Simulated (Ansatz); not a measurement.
Input:

End structure of a constructed model of the (000-1) surface of 4H silicon carbide, C-terminated, 2x2 Si adatom at H3 (bottom of the slab: 4 H on 4 bottom sites):

```xyz
37
Lattice="6.1882 0.0000 0.0000 -3.0941 5.3591 0.0000 0.0000 0.0000 27.0000" Properties=species:S:1:pos:R:3 pbc="T T T"
Si     1.5470     0.8932     9.6805
Si     4.6411     0.8932     9.6805
Si     0.0000     3.5727     9.6805
Si     3.0941     3.5727     9.6805
C      0.0000     0.0000    10.3146
C      3.0941     0.0000    10.3146
C     -1.5470     2.6796    10.3146
C      1.5470     2.6796    10.3146
Si     0.0000     0.0007    12.2109
Si     3.0941     0.0000    12.2024
Si    -1.5464     2.6792    12.2109
Si     1.5464     2.6792    12.2109
C      0.0000     1.7864    12.8182
C      3.0941     1.7761    12.8443
C     -1.5381     4.4711    12.8443
C      1.5381     4.4711    12.8443
Si     0.0000     1.7864    14.7103
Si     3.0941     1.7693    14.7533
Si    -1.5323     4.4745    14.7533
Si     1.5323     4.4745    14.7533
C      0.0000     0.0119    15.3294
C      3.0941     0.0000    15.5067
C     -1.5368     2.6736    15.3294
C      1.5368     2.6736    15.3294
Si     0.0000    -0.1123    17.2056
Si     3.0941     0.0000    17.5342
Si    -1.6443     2.7357    17.2056
Si     1.6443     2.7357    17.2056
C      1.4567     0.9454    17.9150
C      4.7315     0.9454    17.9150
C      0.0000     3.4684    17.9150
C      3.0941     3.5727    17.8363
H      1.5459     0.8938     8.1806
H      4.6423     0.8938     8.1806
H      0.0000     3.5714     8.1806
H      3.0941     3.5727     8.1802
Si     0.0000     1.7864    18.7973
```

Model: 37-atom slab, 10.6 Å thick at the start with caps and adatoms (thin: gaps and levels are the slab's own), 3x3x1 mesh, Fermi-Dirac 0.025 eV, dipole correction, single point; on the structure that PBE left under its start's symmetry; no spin, no spin-orbit, no U. In PBE it is, or lies within 0.01 eV a 1x1 cell of, the lowest of the 3 structures of its composition computed so far; subsurface sites and larger cells were not tried.

Question: Give the gap of the slab on its k-mesh at the level HSE06, at the PBE geometry run with Ansatz (an electronic-structure program).

Answer: 1.38 eV

Question: Give the highest filled level below the top vacuum level at the level HSE06, at the PBE geometry.

Answer: 5.23 eV
